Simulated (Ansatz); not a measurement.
Subject: the energy of the reaction as written. Reaction: 2 cell B → cell A. The sign is products less reactants.

Cell A: a sheet of composition Ag2, 2 atoms, hexagonal cell of 2.85 Å (7.0 Å²), symmetry P-3m1, 2.5 Å thick under 14 Å of vacuum, in-plane vectors relaxed; planes from bottom to top: Ag × 2; a model cell; spin state with PBE: run without spin, k-point mesh 18×18×1.
```
CELL_PARAMETERS angstrom
      2.84945     0.00000     0.00000
     -1.42473     2.46770     0.00000
      0.00000     0.00000    16.91100
ATOMIC_POSITIONS crystal
  Ag 0.33333 0.66667 0.57354
  Ag 0.66667 0.33333 0.42646
```

Cell B: a sheet of composition Ag, 1 atom, hexagonal cell of 2.79 Å (6.7 Å²), symmetry P6/mmm, 0.0 Å thick under 16 Å of vacuum, in-plane vectors relaxed; planes from bottom to top: Ag; a model cell; spin state with PBE: run without spin, k-point mesh 30×30×1.
```
CELL_PARAMETERS angstrom
      2.78829     0.00000     0.00000
     -1.39415     2.41473     0.00000
      0.00000     0.00000    16.00000
ATOMIC_POSITIONS crystal
  Ag 0.00000 0.00000 0.50000
```

Computed with Ansatz (plane waves, PAW), its PAW set soft_1, cutoff 420 eV, 500 eV for r2SCAN. The structures are at rest with PBE; other levels are single points on them. Neutral cells; Fermi-Dirac smearing of at most 0.10 eV in the solids, energies taken to zero width. The lattices are those relaxed with PBE, so at other levels the solids can be strained, which adds to the spread. A dispersion term (D3(BJ), or D4 for r2SCAN) was computed beside these levels and is taken off wherever the name lacks it. Nuclei at rest; no vibrational terms. Cell A has symmetry P-3m1 and got no random move, so less symmetric positions, which may lie lower, weren't tried. Cell B has symmetry P6/mmm and got no random move, so less symmetric positions, which may lie lower, weren't tried.

Q: What is the computed value (r2SCAN)?

A: -0.45 eV, for 2 cell B → cell A.

Q: What do the other levels give, and how wide is the spread?

A: 
```tsv
Level	value (eV)	less r2SCAN
PBE	-0.33	0.12
```

The levels span 0.12 eV, from r2SCAN (-0.45) to PBE (-0.33).

Ansatz is a program for electronic structure.
